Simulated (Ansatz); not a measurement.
Consider BaTiO$_{3}$ in the cubic perovskite structure (space group Pm-3m, No. 221; a = 4.0195 Å).

Levels (all Ansatz, an electronic-structure program, PAW, earlier PAW set): PBE (420 eV, scalar-relativistic without spin-orbit coupling); r2SCAN (500 eV, without spin-orbit coupling).

Its gap is 1.79 eV with PBE and 2.13 eV with r2SCAN.

Now apply this change: every lattice vector is shortened by 2.03 %, atoms relaxed at fixed cell.

With PBE the gap becomes 1.92 eV.

**Question.** If the r2SCAN correction stayed the same, what would the r2SCAN gap be, and what does the r2SCAN run give?

**Answer.** A rigid correction of +0.34 eV gives 2.26 eV. The r2SCAN run gives 2.29 eV, so the two effects roughly add.

Single points use the geometry relaxed with PBE. The cells carry an imposed strain or load. Stability against distortions was not tested. The final runs are not spin-polarised. Many cubic perovskites are stable only at high temperature; tilts and polar distortions were not tested. This is not the structure that BaTiO3 has at room temperature and ambient pressure.
